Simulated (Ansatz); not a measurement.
# Competing hops of interstitial F in orthorhombic CsPbCl3, charge state -1

System: interstitial F in orthorhombic CsPbCl3 (charge state -1). All values below come from PBE, PAW (plane waves to 420 eV; Ansatz, a program for electronic structure).

Cell of 80 host sites held at the relaxed PBE lattice; the Γ point alone; Fermi-Dirac width 0.01 eV, spin-restricted; finite-size errors left in. No zero-point or tunnelling terms. Spin-orbit coupling is left out. The charge state is imposed; whether it is stable for some Fermi level was not computed. Sites that were not tried may lie lower.

Barriers: single points on a 2×2×2 k-point mesh shifted by half a step at the bands' geometries (they differ from the bands' own by up to 0.14 eV, and are uncertain by about as much).

```csv
Route,Start site over the lowest site run (eV),Hop (Å),Forward barrier (eV),Backward barrier (eV),Neighbours at the start,Neighbours at the saddle,Saddle order,"Forward, on the band's own sampling (eV)"
"several atoms move together, F the farthest",0.00,3.61,0.18,0.16,"Pb at 2.34, Pb at 2.55 Å","Cl at 3.07; Cs at 3.03; Pb at 2.39, Pb at 2.52 Å",not checked,0.25
"several atoms move together, F the farthest",0.02,3.61,0.16,0.16,"Pb at 2.34, Pb at 2.56 Å",Cl at 3.06; Cs at 3.08; 2 Pb at 2.46 Å,"not checked, on a symmetry element",0.30
```

Paths come from climbing-image nudged elastic band runs.  A band can be held on a symmetry element, so unchecked saddle points there may be too high.
